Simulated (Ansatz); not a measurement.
The starting structures come from a database of crystals and need not be the phases stable at ambient conditions.

 Where the default PAW files enter, the runs use the earlier of Ansatz's two default sets.

Input:

```yaml
crystal:
  lattice:
    - [5.87722, 0.00000, 0.00000]
    - [-2.93861, 5.08983, 0.00000]
    - [2.93861, 1.69661, 4.79873]
  atoms:
    - { symbol: Ge, position: [0.75000, 0.37500, 0.87500] }
    - { symbol: Ge, position: [0.25000, 0.37500, 0.37500] }
    - { symbol: Ge, position: [0.75000, 0.37500, 0.37500] }
    - { symbol: Ge, position: [0.25000, 0.87500, 0.37500] }
    - { symbol: Ge, position: [0.00000, 0.00000, 0.00000] }
    - { symbol: Ge, position: [0.50000, 0.75000, 0.75000] }
    - { symbol: N, position: [0.76632, 0.14948, 0.61684] }
    - { symbol: N, position: [0.26632, 0.13316, 0.60052] }
    - { symbol: N, position: [0.76632, 0.61684, 0.61684] }
    - { symbol: N, position: [0.26632, 0.13316, 0.13316] }
    - { symbol: N, position: [0.23368, 0.61684, 0.61684] }
    - { symbol: N, position: [0.73368, 0.13316, 0.13316] }
    - { symbol: N, position: [0.23368, 0.61684, 0.14948] }
    - { symbol: N, position: [0.73368, 0.60052, 0.13316] }
```

Space group of this cell: Fd-3m. The cell is taken as given; by PBEsol its mean pressure is -6.4 GPa.

The current runs along the normal of the first two printed vectors, the (111) plane. All runs by Ansatz (an electronic-structure program), plane waves and PAW, without spin-orbit coupling; the base is PBEsol.

| run | mean pressure (GPa) | gap (eV) | mid-gap κ (1/Å) |
|---|---|---|---|
| base | -6.4 | 1.87 | 0.152 |
| all lengths scaled by 0.98 | 8.1 | … | … |
| all lengths scaled by 1.02 | -17.0 | 1.16 | 0.108 |
| lda in place of pbesol | -11.9 | 1.89 | 0.155 |
| lengths across the current scaled by 0.98, ions clamped | 2.9 | 2.03 | 0.176 |
| lengths across the current scaled by 1.02, ions clamped | -13.8 | … | … |
| lengths along the current scaled by 0.97, ions clamped | 0.5 | … | … |
| lengths along the current scaled by 1.03, ions clamped | -12.0 | 1.33 | 0.126 |

Fill in the missing entries.


- all lengths scaled by 0.98, gap (eV): 2.24
- all lengths scaled by 0.98, mid-gap κ (1/Å): 0.194
- lengths across the current scaled by 1.02, ions clamped, gap (eV): 1.29
- lengths across the current scaled by 1.02, ions clamped, mid-gap κ (1/Å): 0.120
- lengths along the current scaled by 0.97, ions clamped, gap (eV): 1.79
- lengths along the current scaled by 0.97, ions clamped, mid-gap κ (1/Å): 0.172
